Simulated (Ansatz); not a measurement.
**Habitual settings against a tight run: SrZn2 (Imma, 6 atoms in the cell)**

Self-consistent single point.

```
CELL_PARAMETERS angstrom
     -2.34645     3.82610     3.79207
      2.34645    -3.82610     3.79207
      2.34645     3.82610    -3.79207
ATOMIC_POSITIONS crystal
  Sr 0.30347 0.05347 0.25000
  Sr 0.69653 0.94653 0.75000
  Zn 0.73249 0.66359 0.06890
  Zn 0.26751 0.33641 0.93110
  Zn 0.09469 0.66359 0.43110
  Zn 0.90531 0.33641 0.56890
```

Method of the run: PBEsol, PAW files made with PBE (plane waves; Ansatz, a first-principles code).

Base settings: basis.ecutwfc = 420 eV; kpoints.mp_grid.grid = 7 7 7; kpoints.mp_grid.shift = 0.5 0.5 0.5; hamiltonian.xc = pbesol; hamiltonian.pseudopotentials = {kind: paw} (the program's default PAW files); scf.occupations.method = cold; scf.occupations.width = 0.1 eV.

Tight run (finer mesh or higher cutoff; not a proven limit): basis.ecutwfc: 420 eV → 590 eV; kpoints.mp_grid.grid: 7 7 7 → 10 10 10; scf.convergence.dr2_threshold: default (1e-07 eV) → 1e-09 eV. It gave Fermi level (on the code's own zero) 8.80 eV; pressure -0.26 GPa; largest force (vector length) 0.020 eV/Å.

Quick runs, as changes from the base:
- A: the base itself
- B: basis.ecutwfc: 420 eV → 295 eV; kpoints.mp_grid.grid: 7 7 7 → 4 4 4; scf.convergence.dr2_threshold: default (1e-07 eV) → 0.0001 eV
- C: basis.ecutwfc: 420 eV → 335 eV; kpoints.mp_grid.grid: 7 7 7 → 2 2 2
- D: basis.ecutwfc: 420 eV → 250 eV; kpoints.mp_grid.grid: 7 7 7 → 1 1 1; hamiltonian.xc: pbesol → lda; scf.occupations.method: cold → methfessel_paxton; scf.occupations.width: 0.1 eV → 0.272 eV [LDA (PW92)]
- E: basis.ecutwfc: 420 eV → 210 eV; kpoints.mp_grid.grid: 7 7 7 → 2 2 2; scf.occupations.method: cold → fermi_dirac; scf.occupations.width: 0.1 eV → 0.136 eV; scf.convergence.dr2_threshold: default (1e-07 eV) → 0.0001 eV
- F: basis.ecutwfc: 420 eV → 295 eV; kpoints.mp_grid.grid: 7 7 7 → 8 8 8; hamiltonian.xc: pbesol → lda; scf.occupations.method: cold → fermi_dirac; scf.occupations.width: 0.1 eV → 0.272 eV [LDA (PW92)]

Energies are extrapolated to zero smearing width, which holds to low order in the width alone.

Dashes: energy of D, F, another energy zero.

† marks runs with another functional, U, potentials or spin treatment: their distance from the tight run is not a convergence error alone.

The count of work is k-points × plane waves × bands × iterations; it is no time. 

Pressures in the table are Ansatz's without its Pulay estimate, at a fixed set of plane waves; the tight run's value above holds the estimate.

The starting cell comes from a database of computed structures (which also holds hypothetical and non-ambient phases and stackings), without a prior relaxation at this level. Its lattice was rescaled by a random factor within 2.5 % of one.

```
run  energy less tight (meV/atom)  pressure less tight (GPa)  largest miss in a force vector (eV/Å)  count of work / tight
---  ----------------------------  -------------------------  -------------------------------------  ---------------------
A                             1.7                      -0.08                                  0.023                   0.18
B                            91.4                      -5.99                                  0.041                  0.022
C                           150.3                      -1.39                                  0.364                 0.0081
D†                              –                     -34.60                                  0.449                 0.0013
E                          3532.7                    -121.51                                  0.385                 0.0032
F†                              –                      -8.26                                  0.103                   0.17
```

Among the runs at the tight run's level, the energy misses run from 1.7 to 3532.7 meV/atom.

Keys are those of Ansatz 0.2.
